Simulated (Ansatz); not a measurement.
Zinc-blende BeS was calculated with rVV10 (Ansatz, a quantum-chemistry and plane-wave program, PAW).

Input:

Ansatz 0.2 input:
```yaml
crystal:
  lattice:
    - [0.0, 2.4424949912, 2.4424949912]
    - [2.4424949912, 0.0, 2.4424949912]
    - [2.4424949912, 2.4424949912, 0.0]
  atoms:
    - { symbol: Be, position: [0.0, 0.0, 0.0] }
    - { symbol: S, position: [0.25, 0.25, 0.25] }
basis:
  ecutwfc: 520
  ecutrho_ratio: 4
  xc_grid: 2
kpoints:
  mp_grid: { grid: [12, 12, 12] }
  band_path:
    path:
      - [0.0, 0.0, 0.0]
      - [-0.038462, -0.038462, 0.0]
      - [-0.076923, -0.076923, 0.0]
      - [-0.115385, -0.115385, 0.0]
      - [-0.153846, -0.153846, 0.0]
      - [-0.192308, -0.192308, 0.0]
      - [-0.230769, -0.230769, 0.0]
      - [-0.269231, -0.269231, 0.0]
      - [-0.307692, -0.307692, 0.0]
      - [-0.346154, -0.346154, 0.0]
      - [-0.384615, -0.384615, 0.0]
      - [-0.423077, -0.423077, 0.0]
      - [-0.461538, -0.461538, 0.0]
      - [-0.5, -0.5, 0.0]
      - [-0.46875, -0.46875, 0.0625]
      - [-0.4375, -0.4375, 0.125]
      - [-0.40625, -0.40625, 0.1875]
      - [-0.375, -0.375, 0.25]
      - [-0.375, 0.0, 0.375]
      - [-0.348214, 0.0, 0.348214]
      - [-0.321429, 0.0, 0.321429]
      - [-0.294643, 0.0, 0.294643]
      - [-0.267857, 0.0, 0.267857]
      - [-0.241071, 0.0, 0.241071]
      - [-0.214286, 0.0, 0.214286]
      - [-0.1875, 0.0, 0.1875]
      - [-0.160714, 0.0, 0.160714]
      - [-0.133929, 0.0, 0.133929]
      - [-0.107143, 0.0, 0.107143]
      - [-0.080357, 0.0, 0.080357]
      - [-0.053571, 0.0, 0.053571]
      - [-0.026786, 0.0, 0.026786]
      - [0.0, 0.0, 0.045455]
      - [0.0, 0.0, 0.090909]
      - [0.0, 0.0, 0.136364]
      - [0.0, 0.0, 0.181818]
      - [0.0, 0.0, 0.227273]
      - [0.0, 0.0, 0.272727]
      - [0.0, 0.0, 0.318182]
      - [0.0, 0.0, 0.363636]
      - [0.0, 0.0, 0.409091]
      - [0.0, 0.0, 0.454545]
      - [0.0, 0.0, 0.5]
      - [-0.055556, -0.027778, 0.472222]
      - [-0.111111, -0.055556, 0.444444]
      - [-0.166667, -0.083333, 0.416667]
      - [-0.222222, -0.111111, 0.388889]
      - [-0.277778, -0.138889, 0.361111]
      - [-0.333333, -0.166667, 0.333333]
      - [-0.388889, -0.194444, 0.305556]
      - [-0.444444, -0.222222, 0.277778]
      - [-0.5, -0.25, 0.25]
      - [-0.5, -0.291667, 0.208333]
      - [-0.5, -0.333333, 0.166667]
      - [-0.5, -0.375, 0.125]
      - [-0.5, -0.416667, 0.083333]
      - [-0.5, -0.458333, 0.041667]
    npoints: 1
hamiltonian:
  xc: { exchange: rpw86, correlation: pbe }
  dispersion: rvv10
  pseudopotentials: { kind: paw }
scf:
  occupations: { method: fermi_dirac, width: 0.01 }
  convergence: { dr2_threshold: 0.0000000002 }
output:
  forces: true
  stress: true
  eigenvalues: true
  write_bands: true
```

From the output:

```
Crystal: 2 atoms, lattice volume = 29.143 Å³
Basis set: ecut = 520 eV, 749 PW (Γ), exchange–correlation on 54×54×54 points (8 copies of the dense FFT grid, shifted against one another)
Bands: 8, of which v1, the nominal top of the filled ones, is band 4 counted from 1 (3 counted from 0)
Symmetry: 24 space group operations
Space group: F-43m (ITA 216), of the structure as read, at distance tolerance 3.1e-5 Å
k-points: 72 of 1728 (time reversal used)
Functional: x = rpw86, c = pbe(β = 0.06672455060314922) + rvv10(b = 6.3, C = 0.0093)
SCF iter   1: F=—  HF=-1011.621231 eV  |F-HF|=—  |Δ(HF+E_count)|=         —  Δρ=3.56e-3  dr2=3.99e-3
SCF iter   2: F=—  HF=-1011.620015 eV  |F-HF|=—  |Δ(HF+E_count)|=   1.22e-3  Δρ=1.23e-3  dr2=3.30e-4
  ...
SCF iter   6: F=—  HF=-1011.619841 eV  |F-HF|=—  |Δ(HF+E_count)|=   4.25e-8  Δρ=1.23e-6  dr2=2.30e-10
SCF iter   7: F=-1011.619841 eV  HF=-1011.619841 eV  |F-HF|=5.68e-13  |Δ(HF+E_count)|=  1.30e-11  Δρ=4.20e-8  dr2=3.49e-13
SCF 1 converged in 7 iterations: F = -1011.619841 eV  dr2 = 3.49e-13
SCF converged after 7 iterations
Free energy (F): -1011.619841 eV
Internal energy: -1011.619841 eV  (E = F + TS)
E sigma→0 (E₀):  -1011.619841 eV
Fermi energy:    6.705403 eV
--- Stress (GPa, compression-positive) ---
        0.000004       0.000000      -0.000000
        0.000000       0.000004       0.000000
       -0.000000       0.000000       0.000004
  P = ⅓ Tr σ = 0.0000 GPa (0.000 kbar)
```

The PAW data were made under PBE.

Cost on a shared machine: about 5 core-seconds (a rough figure).
